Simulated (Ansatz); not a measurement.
Base system: TiB2 (space group P6/mmm, No. 191; a = 3.0173 Å, c = 3.1849 Å). Axes: x lies along a and z along c of the hexagonal cell.

Computed with PBEsol/PAW in Ansatz (a quantum-chemistry and plane-wave program), no spin-orbit coupling, earlier PAW set.

For the base:

The pressure is 0.0 GPa.

The change: uniaxial strain ε_xx = +3.68 %, all other strain components held at zero; the atoms relax in the strained cell.

Predict the new pressure.

The pressure (mean of the normal stresses, compression positive) goes from zero to -9.4 GPa.

Estimate the effect on the energy relative to the base.

The energy goes up by 22 meV/atom.

A case with no gap was solved on a k-mesh chosen for an insulator, which is coarse for it. Without a gap, meshes like the base's 13×13×10 leave anisotropic stresses uncertain by several tenths of a GPa, and small strain energies with them. Whether these cells are dynamically stable was not tested. All final runs are without spin polarisation.
